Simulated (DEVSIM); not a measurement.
Structure: W/Al2O3/p-Si capacitor, at 300 K.

```csv
layer (left to right),material,thickness (nm),Na (cm⁻³)
1,Al2O3,3.90,-
2,Si,9000,4.1e15
```

Metal gate on the left, work function 4.6 eV. Fixed charge at the semiconductor interface 0 cm⁻² (in units of +e); no interface traps.

Constants are typed, rounded textbook-type inputs, not results; the design itself was drawn at random and stands for no fabricated device. Values at 300 K; Nc and Nv go as T^1.5, mobilities as T to minus their exponent, the gap by Varshni's rule with the affinity fixed.

| parameter | Al2O3 | Si |
|---|---|---|
| gap (eV) | 6.8 | 1.124 |
| affinity (eV) | 1.35 | 4.05 |
| permittivity | 9 | 11.7 |
| Nc (cm⁻³) | - | 2.86e19 |
| Nv (cm⁻³) | - | 3.1e19 |
| Varshni α (eV/K) | - | 0.000473 |
| Varshni β (K) | - | 636 |

Model (solved in DEVSIM): 1D Poisson equation in equilibrium, Boltzmann statistics, complete ionisation; no quantum confinement or tunnelling. Metal contacts follow the ideal Schottky-Mott rule: no Fermi-level pinning, no interface dipoles.

The temperature was swept, all else fixed.

| temperature (K) | minimum of the low-frequency capacitance (μF/cm²) | threshold voltage (band bending 2φF) (V) | flat-band voltage (V) |
|---|---|---|---|
| 250 | 0.0229 | 0.38 | -0.40 |
| 300 | 0.0258 | 0.34 | -0.34 |
| 350 | 0.0288 | 0.29 | -0.28 |
| 400 | 0.0348 | 0.24 | -0.22 |
| 450 | 0.0423 | 0.19 | -0.16 |
| 500 | 0.0602 | 0.14 | -0.10 |

From the first row to the last the minimum of the low-frequency capacitance goes from 0.0229 to 0.0602. From the first row to the last the threshold voltage (band bending 2φF) goes from 0.38 to 0.14.
